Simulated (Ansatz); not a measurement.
Cells marked so need not be the phases stable at ambient conditions, and some may be hypothetical.

 Where the default PAW files enter, the runs use the earlier of Ansatz's two default sets.

The gap is the functional's own, uncorrected, and κ follows it; spin-orbit coupling is left out. Mid-gap values are interpolated between the computed energies.

A. RbBiF6 (R-3, not sure to be the ambient phase, 8 atoms a cell, 16.5 Å³ an atom, -2 GPa at this level), along the normal of (110)
B. CaSnF6 (R-3, not sure to be the ambient phase, 8 atoms a cell, 17.8 Å³ an atom), along the normal of (001)
C. Sr2ZnWO6 (Fm-3m, not sure to be the ambient phase, 10 atoms a cell, 13.1 Å³ an atom, -8 GPa at this level), along the normal of (001)
D. KRb2ScF6 (Fm-3m, not sure to be the ambient phase, 10 atoms a cell, 19.5 Å³ an atom, -2 GPa at this level), along the normal of (001)

**Question.** Order them by mid-gap decay constant of the slowest evanescent state (highest first) at the level Ansatz (an electronic-structure program) with r2SCAN.

**Answer.** B (0.58 1/Å), D (0.52 1/Å), A (0.44 1/Å), C (0.34 1/Å)
